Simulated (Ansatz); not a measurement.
Take Bi₂Se₃ in the Bi2Te3 type structure (space group R-3m, No. 166; a = 4.145 Å, c = 29.266 Å (hexagonal axes)) as the base. Axes: x lies along a and z along c of the hexagonal cell.

Computed with r2SCAN+rVV10/PAW in Ansatz (a first-principles code), without spin-orbit coupling.

For the base:

- Pressure: 0.00 GPa
- Band gap: 0.60 eV
- Width of the top valence band: 1.22 eV
- Electron mass: 0.45 mₑ along c, 0.11 mₑ across (at Γ)
- Valence-band top at Γ: 0.00, -1.23, -1.23 eV

Perturbation: the cell is compressed by 1.00 % along z with no lateral relaxation, atoms relaxed at fixed cell.

Problem. Predict the new pressure, band gap, width of the top valence band, electron mass and valence-band top at Γ.

Solution. The pressure (mean of the normal stresses, compression positive) goes from zero to 0.28 GPa; the band gap shrinks by 0.062 eV to 0.53 eV; the width of the top valence band grows by 0.04 eV (1.22 eV → 1.26 eV); the electron mass becomes 0.39 mₑ along z, 0.11 mₑ across (at Γ) (base: 0.45 mₑ along c, 0.11 mₑ across (at Γ)); the valence-band top at Γ (three highest levels, from the VBM) goes from 0.00, -1.23, -1.23 eV to 0.00, -1.29, -1.29 eV.

With Bi present, leaving out spin-orbit coupling can change the band edges. The cells carry an imposed strain or load. Effective masses come from finite differences of ±0.01 Å⁻¹. Stability against distortions was not tested.
